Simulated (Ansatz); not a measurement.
Functionals compared on a constructed model of the (0001) surface of 4H silicon carbide, Si-terminated, (√3x√3)R30° Sb adatom at T4 (bottom of the slab: 3 H on 3 bottom sites), in Ansatz (plane waves, PAW). The structure was relaxed with PBE; the other rows are single points on it. Cutoff 420 eV (500 eV for r2SCAN). HSE06 used the coarser mesh 4x4x1.

Model: 28-atom slab, 11.2 Å thick at the start with caps and adatoms (thin: gaps and levels are the slab's own), 6x6x1 mesh, Fermi-Dirac 0.025 eV, dipole correction, 6 atoms held, the rest relaxed; start symmetry kept, larger cells not searched; no spin, no spin-orbit, no U. In PBE it is, or lies within 0.01 eV a 1x1 cell of, the lowest of the 2 structures of its composition computed so far; subsurface sites and larger cells were not tried. These notes are the PBE run's.

| functional | gap of the slab on its k-mesh (eV) | highest filled level below the top vacuum level (eV) | rough cost of the single point |
|---|---|---|---|
| PBE | 1.89 | 5.31 | – |
| r2SCAN | 2.18 | 5.57 | about 110 core-seconds (a rough figure) |

Ansatz is a program for electronic structure.
